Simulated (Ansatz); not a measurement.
## ZnO, pressure series

Consider ZnO (space group P4_2/mnm, No. 136; a cell from a computed database, its experimental status unchecked).

ZnO has the tetragonal space group P4₂/mnm (No. 136), Pearson symbol tP8. Lattice parameters: a = 5.516 Å, b = 5.516 Å, c = 3.240 Å, α = 90.00°, β = 90.00°, γ = 90.00°. Zn on 4g is coordinated by 4 O at 1.937–2.007 Å. O on 4f is coordinated by 4 Zn at 1.937–2.007 Å. (Neighbours: up to the widest gap in distance over summed covalent radii, below 1.35, at either atom; cation-cation and far metal-metal contacts left out.)

Cell and atoms are relaxed at each pressure.

Levels (all Ansatz, a first-principles code, PAW): PBEsol (420 eV, no SOC); HSE06 (420 eV, no SOC).

Band gaps by level, all at the geometries relaxed with PBEsol:

```
case               PBEsol    HSE06
----------------  -------  -------
base              0.70 eV  2.53 eV
pressure −2 GPa   0.68 eV  2.49 eV
pressure 0.3 GPa  0.71 eV  2.53 eV
pressure 0.7 GPa  0.71 eV  2.54 eV
pressure 1.5 GPa  0.72 eV  2.55 eV
pressure 5 GPa    0.77 eV  2.62 eV
pressure 7.5 GPa  0.82 eV  2.67 eV
pressure 10 GPa   0.88 eV  2.74 eV
```

Single points use the geometry relaxed with PBEsol. Load acts through the strain it causes; cell and atoms are relaxed under it. Stability against distortions was not tested. No other phases were tried under pressure. This is not the structure that ZnO has at room temperature and ambient pressure.
